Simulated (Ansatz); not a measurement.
**Carrier properties of CdTe under load (space group R3m)**

Here is the system:

```
CdTe
1.0
    0.05373     3.31483     3.31483
    3.31483     0.05373     3.31483
    3.31483     3.31483     0.05373
Cd Te
1 1
Direct
  0.00152   0.00152   0.00152
  0.24848   0.24848   0.24848
```

The numbers are results of r2SCAN with spin-orbit coupling, rigid bands (plane waves, PAW; Ansatz, a program for electronic structure), not measurements. Condition of this run: uniaxial stress along [111] of -1 GPa (compression positive) (the target of the relaxation). Geometry: cell and atoms relaxed with r2SCAN, then loaded as said.

```yaml
band_gap: 0.83 eV
electron conductivity mass (300 K, dilute): 0.093 mₑ
hole conductivity mass (300 K, dilute): 0.44 mₑ
effective density of states N_c (300 K): 6.6e17 cm⁻³
effective density of states N_v (300 K): 7.7e18 cm⁻³
density_of_states_mass_electrons: 0.088 mₑ
density_of_states_mass_holes: 0.46 mₑ
Seebeck coefficient, n-type 1e19 cm⁻³, 300 K: -61 μV/K
Seebeck coefficient, p-type 1e19 cm⁻³, 300 K: 235 μV/K
best p-type power factor at 300 K for τ = 10 fs (best axis; densities from 1e16 to 1e21 cm⁻³ tried, whether or not they can be reached): 5.3 μW/(cm·K²) at 1e20 cm⁻³
```

Rigid bands; masses and Seebeck coefficients take one relaxation time τ for all states and one kind of carrier; polarons and phonon drag are left out.
